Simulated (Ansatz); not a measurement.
# fluorite-type CoSi2 (1 1 1) on silicon (1 1 1) (film strained to the substrate, faces as cut)

A periodic stack without vacuum, fluorite-type CoSi2 (1 1 1) on silicon (1 1 1) (film strained to the substrate, faces as cut): substrate slab Si10, film Co3Si6, surface cells [[0, -1], [1, -1]] and [[1, 0], [0, 1]], film strained by +2.1 and +2.1 %, faces Si/Si and Si/Si as cut (like faces can put a slab off its formula).

The start was prepared with a machine-learned potential, and the result is one local minimum, with the in-plane cell held and forces under 0.04 eV/Å; the film can end far from its bulk form.

The numbers are results of PBE (plane waves to 420 eV, PAW; Ansatz, a quantum-chemistry and plane-wave program), not measurements. Scalar-relativistic, without spin–orbit coupling; the runs are not spin-polarised; PBE gaps are too small against experiment. Its k-point mesh 9×9×1, Fermi–Dirac width 0.05 eV.

```
Property                                                                                   Result
--------------------------------------------------------------------------------  ---------------
interface area                                                                            13.0 Å²
period                                                                                    25.24 Å
gaps between the outermost planes at the two interfaces                           2.38 and 2.38 Å
Si–Si contacts across the interfaces within 1.22 times the sum of covalent radii   2, mean 2.38 Å
hole barrier (PBE)                                                                        0.29 eV
electron barrier (PBE)                                                                    0.32 eV
```

```
CELL_PARAMETERS angstrom
      3.86839    -0.00019    -0.12338
      1.93381     3.34972    -0.02534
      0.80108    -0.28131    25.22371
ATOMIC_POSITIONS crystal
  Si 0.01019 0.81576 0.07230
  Si 0.67664 0.48252 0.04120
  Si 0.34611 0.14649 0.19746
  Si 0.01265 0.81310 0.16614
  Si 0.67994 0.48052 0.32254
  Si 0.34647 0.14720 0.29133
  Si 0.01383 0.81246 0.44772
  Si 0.68038 0.47922 0.41642
  Si 0.34955 0.14626 0.57267
  Si 0.01602 0.81298 0.54158
  Co 0.67961 0.47219 0.69020
  Co 0.01303 0.80718 0.80694
  Co 0.34700 0.13814 0.92369
  Si 0.34634 0.13892 0.66687
  Si 0.01299 0.80545 0.71462
  Si 0.67943 0.47363 0.77981
  Si 0.34668 0.14009 0.83408
  Si 0.01355 0.80476 0.89927
  Si 0.68033 0.47175 0.94701
```
